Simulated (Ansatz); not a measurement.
**Response to strain in BN**

The parent structure is BN in the zinc blende structure (space group F-43m, No. 216; a = 3.610 Å). Axes: x, y, z lie along the cube axes.

Strains are applied to the cell and any free atomic positions relax; under biaxial strain the out-of-plane vector relaxes too.

The values are results of r2SCAN/PAW in Ansatz (a quantum-chemistry and plane-wave program), no spin-orbit coupling, not measurements.

Candidates:
(a) biaxial strain −3.00 %, plane normal [001], relaxed out of plane
(b) biaxial strain −1.50 %, plane normal [001], relaxed out of plane
(c) biaxial strain −2.50 %, plane normal [001], relaxed out of plane

### Question
Order them by out-of-plane strain, lowest first.

### Answer
(b) biaxial strain −1.50 %, plane normal [001], relaxed out of plane (+0.64 %), (c) biaxial strain −2.50 %, plane normal [001], relaxed out of plane (+1.05 %), (a) biaxial strain −3.00 %, plane normal [001], relaxed out of plane (+1.26 %)

Whether these cells are dynamically stable was not tested.
